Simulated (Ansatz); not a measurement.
**ZnS: pressure series**

The parent structure is ZnS in the wurtzite structure (space group P6_3mc, No. 186; a = 3.782 Å, c = 6.208 Å).

Cell and atoms are relaxed at each pressure.

Level of theory: PBEsol (Ansatz, a quantum-chemistry and plane-wave program), spin-orbit coupling left out.

Candidates:
(a) pressure 4.5 GPa
(b) pressure 22.5 GPa
(c) pressure 15 GPa
(d) pressure 30 GPa

Base values:

The band gap is 2.15 eV.

Problem. Order them by band gap, highest first.

Solution. (b) pressure 22.5 GPa (2.96 eV), (d) pressure 30 GPa (2.91 eV), (c) pressure 15 GPa (2.76 eV), (a) pressure 4.5 GPa (2.38 eV)

Load acts through the strain it causes; cell and atoms are relaxed under it. Whether these cells are dynamically stable was not tested. Tetrahedral semiconductors of this kind turn to denser phases somewhere between about 1 and 50 GPa; those were not computed, so compressed cells here can lie past the real transition.
